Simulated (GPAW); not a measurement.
A working GPAW input for KMg₆Nb (Amm2, 8 atoms in the cell) (DFT PBEsol, plane waves, GPAW PAW datasets PBEsol (made by gpaw-setup)):

```python
from ase import Atoms
from ase.units import GPa
from gpaw import GPAW

atoms = Atoms(['K', 'Mg', 'Mg', 'Mg', 'Mg', 'Mg', 'Mg', 'Nb'],
              cell=[[4.580540, 0.000000, 0.000000],
                    [0.000000, 4.618020, 4.655005],
                    [0.000000, -4.618020, 4.655005]],
              scaled_positions=[[0.500000, 0.869920, 0.869920],
                                [0.500000, 0.370570, 0.881190],
                                [0.500000, 0.881190, 0.370570],
                                [0.000000, 0.157490, 0.595470],
                                [0.000000, 0.595470, 0.157490],
                                [0.000000, 0.595420, 0.595420],
                                [0.000000, 0.153870, 0.153870],
                                [0.500000, 0.376070, 0.376070]],
              pbc=True)

calc = GPAW(mode={'name': 'pw', 'ecut': 800},
            xc='PBEsol',
            kpts=(6, 4, 4),
            occupations={'name': 'marzari-vanderbilt', 'width': 0.2},
            nbands=-16,
            convergence={'density': 1e-05, 'energy': 1e-05},
            symmetry={'symmorphic': False, 'tolerance': 0.0005},
            maxiter=100,
            txt='-')

atoms.calc = calc

energy = atoms.get_potential_energy()
print('Energy (eV):', round(energy, 6))
forces = atoms.get_forces()
print('Forces (eV/Ang):')
print(forces.round(5))
stress = atoms.get_stress()
print('Stress (GPa, Voigt):', (stress / GPa).round(4))
```

The run converged in 21 iterations: free energy E − TS (from the program's reference atoms) -20.9130 eV; Fermi level (on the code's own zero) 3.70 eV; pressure -1.18 GPa; largest force (vector length) 0.056 eV/Å. Each of these slips is then made, one at a time:

(1)
```diff
-                                [0.500000, 0.376070, 0.376070]],
-              pbc=True)
+                                [0.500000, 0.376070, 0.376070]])
```

(2)
```diff
-            occupations={'name': 'marzari-vanderbilt', 'width': 0.2},
+            occupations={'name': 'fermi', 'width': 0.2},
```

### Question
What happens in each case?

### Answer

(1) Periodic boundary conditions left out. The program stopped before any SCF iteration, with the message: ValueError: K-points can only be used with PBCs!.

(2) A keyword that the program does not know. The program stopped before any SCF iteration, with the message: ValueError: Unknown occupation number object name: fermi.

The starting cell comes from a database of computed structures (which also holds hypothetical and non-ambient phases and stackings), without a prior relaxation at this level. Spin polarisation is off.

Left out of this page: 4 runs of the series outside the window shown, repeating another row's setting, or not comparable.
